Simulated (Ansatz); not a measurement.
# A computed series for HgS: alloy series

The reference is HgS (space group P3_221, No. 154; made of chains).

```
HgS
1.0
    4.13867     0.00000     0.00000
   -2.06933     3.58419     0.00000
    0.00000     0.00000     9.40786
Hg S
3 3
Direct
  0.71009   0.00000   0.66667
  0.00000   0.71009   0.33333
  0.28991   0.28991   0.00000
  0.49985   0.00000   0.16667
  0.00000   0.49985   0.83333
  0.50015   0.50015   0.50000
```

The other end (x = 1) is HgO (space group P3_221, No. 154; a model cell, its experimental status unchecked; made of chains): 16.48 Å³/atom, gap 1.44 eV; this end may not be an ambient phase.

O replaces a fraction x of S; each row is one arrangement (x, atoms in the cell, starting space group or random), fully relaxed.

Method: plane-wave PAW DFT at the PBEsol level (Ansatz, an electronic-structure program, 420 eV), no spin-orbit coupling.

Notes on the quantities. deviation of the volume from the linear: Vegard-type) interpolation.

```csv
change,deviation of the volume from the linear,band gap
base,–,1.23 eV
"x(O) = 0.167, 12 atoms, C2",+1.2 %,1.21 eV
"x(O) = 0.333, 12 atoms, C2",+4.4 %,1.20 eV
"x(O) = 0.5, 12 atoms, P2",+8.3 %,1.42 eV
"x(O) = 0.5, 12 atoms, C2",+2.3 %,1.05 eV
"x(O) = 0.667, 12 atoms, P1 (arrangement A)",+5.0 %,1.41 eV
"x(O) = 0.667, 12 atoms, P1 (arrangement B)",+2.6 %,1.31 eV
```

Each cell is one ordered arrangement of few atoms, which overstates ordering effects compared with a random alloy. With Hg present, leaving out spin-orbit coupling can change the band edges. Stability against distortions was not tested. No dispersion term is included in the PBEsol runs.
